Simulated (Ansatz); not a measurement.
TiAl3 (I4/mmm, No. 139) was calculated with PBE-D3(BJ) (PAW; Ansatz, a quantum-chemistry and plane-wave program).

Run with plane-wave cutoff 520 eV, 20×20×20 k mesh, Fermi–Dirac smearing 0.05 eV, no spin polarisation, scalar-relativistic PAW data made under PBE.

A third-order Birch–Murnaghan fit to the energies gives V0 = 15.291 Å³/atom, B0 = 115 GPa, B′ = 4.1.

```
V (Å³/atom)  P (GPa)
-----------  -------
14.680          5.08
14.986          2.41
15.292         -0.01
15.598             ?
15.904             ?
```

Estimate the withheld pressures from this fit; the answers are the runs' own values.


- 15.598, P (GPa): -2.19
- 15.904, P (GPa): -4.17

The formula P = (3/2) B0 (x^(7/3) − x^(5/3)) [1 + (3/4)(B′ − 4)(x^(2/3) − 1)] with x = V0/V meets the computed pressures within 0.02 GPa when these rounded values are put in.

Shape and atoms are relaxed at each volume.

Measured, for comparison: equilibrium volume per atom 15.93 Å³/atom (temperature not stated, no zero-point or thermal correction; as tabulated in P. Norby and A. Norlund Christensen, Acta Chemica Scandinavica A40, 157 (1986)). Computed (rounded) less measured: equilibrium volume per atom -4.0 %.

Note: the bulk modulus comes from volumes at which shape and atoms were relaxed.

The computed numbers hold no vibrational or temperature effects.
